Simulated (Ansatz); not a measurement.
## WS2: energy against volume

WS2 (2H layered, P6_3/mmc, 16.485 Å³/atom and stress up to 0.01 GPa in the relaxed cell, c along z) under hydrostatic pressure, with the cell free. PBEsol-D3(BJ) in Ansatz, a plane-wave DFT program (PAW, default set), 420 eV, 12×12×3 Γ-centred mesh, Fermi-Dirac smearing 0.05 eV; ions are relaxed, or left where forces stay under 0.02 eV/Å, within the symmetry of each cell. Against the start cell, which lies near the measured one, the relaxed cell differs by -6.6 % in volume and -4.4 % in c; the values below rest on it.

Here V stands for volume and E for E less E0.

```
volume (Å³/atom)  E less E0 (meV/atom)  pressure (GPa)
----------------  --------------------  --------------
17.0612                           3.86           -2.01
16.7404                           0.82           -0.99
16.4849                           0.00            0.00
16.4160                           0.06            0.30
16.3286                           0.34            0.70
16.1667                           1.44            1.49
15.9005                           5.15            3.00
15.5964                              ?               ?
```

Task: Using the third-order Birch-Murnaghan form, a cubic in V^(-2/3), estimate the missing E at V = 15.5964 from the other rows, showing the fit.

Result: With u = V^(-2/3) - 0.1547, the rows have u = -0.0038101, -0.0018885, -0.0003136, 0.0001181, 0.0006701, 0.0017056, 0.0034465. Least squares gives E = 0.035 + 214.2·u + 345332·u² + 6717750·u³. Residuals (row less fit): 0.000, 0.003, -0.002, -0.005, 0.004, 0.002, 0.000; standard error 0.005 (degrees of freedom: 3). Its minimum lies at u = -0.0003130, so V0 = (0.1543870)^(-3/2) = 16.48. There d²E/du² = 678000 and d³E/du³ = 4.031e7, so B0 = (4/9) × 16.48^(-7/3) × 678000 × 0.160218 = 69.8 GPa (the last factor turns the table's units into GPa), and B0' = 4 + (2/3) × 0.1543870 × (4.031e7)/678000 = 10.1. B0' rests on the cubic coefficient alone and has a standard error of 0.2 from these residuals. At the withheld row, u = 0.0054955, so E = 0.035 + 214.2 × 0.0054955 + 345332 × 0.0054955² + 6717750 × 0.0054955³ = 12.756 meV/atom. The calculation gives 12.70 meV/atom, 0.056 meV/atom below the prediction (0.4 % of the range of E in the table). The row lies outside the fitted rows, so this is an extrapolation. The scatter of the fitted rows lies at the last printed digit.

Spin-orbit coupling is left out, which can shift these values for the heavy elements here. Other structures, which can take over under pressure, weren't tried. The same form fitted to the pressure column gives B0' = 10.0; series where the two differ by over 0.4 aren't shown. Rows are the converged runs of the series near zero and its far end, less any whose ions stayed unrelaxed beside relaxed ones; series whose fitted rows scatter by over a few per cent of the range, as at a crossing or softening among them, aren't shown in this form.
